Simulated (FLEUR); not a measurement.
Band structure of LiAg₃ (Pm-3m, 4 atoms in the cell).

```yaml
crystal:
  lattice:
    - [4.03340, 0.00000, 0.00000]
    - [0.00000, 4.03340, 0.00000]
    - [0.00000, 0.00000, 4.03340]
  atoms:
    - { symbol: Li, position: [0.00000, 0.00000, 0.00000] }
    - { symbol: Ag, position: [0.00000, 0.50000, 0.50000] }
    - { symbol: Ag, position: [0.50000, 0.00000, 0.50000] }
    - { symbol: Ag, position: [0.50000, 0.50000, 0.00000] }
```

Method: PBEsol, all-electron FLAPW (FLEUR), scalar-relativistic valence run with FLEUR.

Settings: Kmax = 4.4 1/bohr; GmaxXC = 13.2 1/bohr; xcFunctional = PBEs; jspins = 1; l_soc = F; mode = hist; fermiSmearingEnergy = 0.00183747 Htr; mesh (inpgen div1-3) = 8 8 8; inpgen gamma flag = true; Gmax = 13.2 1/bohr; numbands = 0; maxIterBroyd = 99; imix = Anderson; alpha = 0.05.

The starting cell comes from a database of computed structures (which also holds hypothetical and non-ambient phases and stackings), without a prior relaxation at this level. Its lattice was rescaled by a random factor within 2.5 % of one. Values depend on the basis (sphere radii, cutoffs, local orbitals), which need not be converged.

These are the values that this program gave, and no reference: the default basis lacks the next d shell.

Levels in eV from the Fermi level, bands 23 to 30:
```json
[
 {"point": "Γ", "23": "-2.65", "24": "-2.65", "25": "-2.65", "26": "1.70", "27": "1.70", "28": "1.70", "29": "6.23", "30": "6.23"},
 {"point": "X", "23": "-3.70", "24": "-3.43", "25": "-3.31", "26": "-2.65", "27": "5.38", "28": "5.38", "29": "5.84", "30": "5.84"},
 {"point": "M", "23": "-3.72", "24": "-3.65", "25": "-2.03", "26": "-0.36", "27": "-0.36", "28": "0.03", "29": "8.40", "30": "8.42"},
 {"point": "R", "23": "-2.88", "24": "-2.88", "25": "-0.37", "26": "-0.27", "27": "-0.27", "28": "-0.27", "29": "3.10", "30": "3.10"}
]
```
